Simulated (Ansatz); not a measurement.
Double-hcp La, treated with PBEsol (plane waves, PAW; Ansatz, a quantum-chemistry and plane-wave program).

Settings: plane-wave cutoff 520 eV, 18×18×6 k mesh (along the axes of the cell as run), Fermi–Dirac smearing 0.05 eV, scalar-relativistic PAW data made under PBE.

Energies at three volumes about the minimum:

```json
[
 {"V (Å³/atom)": "33.284", "E − E_lowest (meV/atom)": "1.15"},
 {"V (Å³/atom)": "33.963", "E − E_lowest (meV/atom)": "0.00"},
 {"V (Å³/atom)": "34.642", "E − E_lowest (meV/atom)": "1.12"}
]
```

Problem. Fit a parabola by hand: where is the minimum, and what is the bulk modulus?

Solution. Slopes: (0.00 − 1.15)/(33.963 − 33.284) = -1.694 and (1.12 − 0.00)/(34.642 − 33.963) = 1.649 meV/Å³. Curvature E″ = 2 × (1.649 − (-1.694))/(34.642 − 33.284) = 4.923 meV/Å⁶. From the middle of the first interval, the slope vanishes at V0 = 33.6235 − (-1.694)/4.923 = 33.968 Å³/atom. B = V0 E″ = 33.968 × 4.923 meV/Å³ × 0.1602 GPa per meV/Å³ = 26.8 GPa. The full Birch–Murnaghan fit to all volumes gives V0 = 33.959 Å³/atom and B0 = 26.7 GPa.

Shape and atoms are relaxed at each volume.

Measured, for comparison: bulk modulus 27.9 GPa (room temperature, no zero-point or thermal correction; as tabulated in Wikipedia's data pages). Computed less measured: bulk modulus -4.3 %.
